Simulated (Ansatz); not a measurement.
Start from BN in the wurtzite structure (space group P6_3mc, No. 186).

```
BN
1.0
    2.55452     0.00000     0.00000
   -1.27726     2.21228     0.00000
    0.00000     0.00000     4.22456
B N
2 2
Direct
  0.33333   0.66667   0.00019
  0.66667   0.33333   0.50019
  0.33333   0.66667   0.37481
  0.66667   0.33333   0.87481
```

Cartesian axes are those of the cell as printed.

Calculations: PBE in Ansatz (plane waves to 420 eV, PAW, no SOC).

It is then changed as follows: an isotropic linear strain of +2.40 %, atoms relaxed at fixed cell.

Predict the stress tensor and what it implies for the stiffness.

Stress of the strained cell less that of the base (GPa, compression positive):
```
 -23.10    0.00    0.00
   0.00  -23.10    0.00
   0.00    0.00  -23.22
```

Then B = −ΔP/(ΔV/V₀) with ΔV/V₀ = 0.0737 gives secant stiffness values (nonlinear terms included at this strain): B (at held cell shape, above the free-shape value) ≈ 314 GPa.

As a check, the harmonic strain energy −½ V₀ Δσ:ε is 31 meV/atom; the computed energy rise is 34 meV/atom.

Stability against distortions was not tested.

Ansatz is a first-principles code.
